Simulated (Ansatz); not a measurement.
For ZnSnO3 (R-3, No. 148; structure not from a measured cell), LDA in Ansatz (plane waves, PAW) gives:

| Property | Result |
|---|---|
| band gap at the PBEsol cell | 1.43 eV |
| enthalpy of formation | -1.809 eV/atom |

### Question
What does PBEsol (PAW; Ansatz, a program for electronic structure) give for the same quantities?

### Answer

- band gap at the PBEsol cell: 1.44 eV (hardly moves)
- formation enthalpy: -1.578 eV/atom (moves by +0.231 eV/atom)

Changes are worked out from the printed values.

Unless a cell is named, each level is at its own relaxed cell.

Levels without +SOC leave out spin–orbit coupling, which shifts energies and cells of such heavy elements.

Levels without +SOC have no spin–orbit coupling; where heavier elements are present it shifts gaps, mostly down, and can invert bands. Density-functional gaps are differences of (generalised) Kohn–Sham levels.

Caveats: the relaxation could not lower the start's symmetry, so the cell can be a saddle point above a distorted one (LDA, PBEsol). Ansatz's density-functional and Hartree–Fock values are scalar-relativistic unless marked +SOC, with PAW data made under PBE.
